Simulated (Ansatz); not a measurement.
The starting structures come from a database of crystals and need not be the phases stable at ambient conditions.

Inside the gap of an insulator the Bloch states are evanescent, with a wavenumber k + iκ along the transport direction.

Consider the following.

```yaml
crystal:
  lattice:
    - [5.81048, 0.00000, 0.00000]
    - [2.90524, 9.58119, 0.00000]
    - [2.90524, -0.88094, 2.76846]
  atoms:
    - { symbol: Sr, position: [0.15606, 0.84394, 0.34394] }
    - { symbol: Sr, position: [0.34394, 0.15606, 0.65606] }
    - { symbol: Ag, position: [0.00000, 0.50000, 0.50000] }
    - { symbol: Ag, position: [0.50000, 0.50000, 0.50000] }
    - { symbol: S, position: [0.69171, 0.30829, 0.80829] }
    - { symbol: S, position: [0.80829, 0.69171, 0.19171] }
    - { symbol: F, position: [0.50000, 0.00000, 0.00000] }
    - { symbol: F, position: [0.00000, 0.00000, 0.00000] }
```

Space group of this cell: P4/nmm. The cell is taken as given; by r2SCAN its mean pressure is -1.5 GPa.

Transport runs along the normal of the first two printed cell vectors, the (111) plane of the conventional cell.

The gap is the functional's own, uncorrected, and κ follows it; spin-orbit coupling is left out. Mid-gap values are interpolated between the computed energies.

Q: Give the band gap and the smallest decay constant κ at mid-gap that r2SCAN in Ansatz (a quantum-chemistry and plane-wave program) yields.

A: Gap 1.65 eV on a 12×12×12 mesh; κ = 0.203 1/Å, at the zone centre.
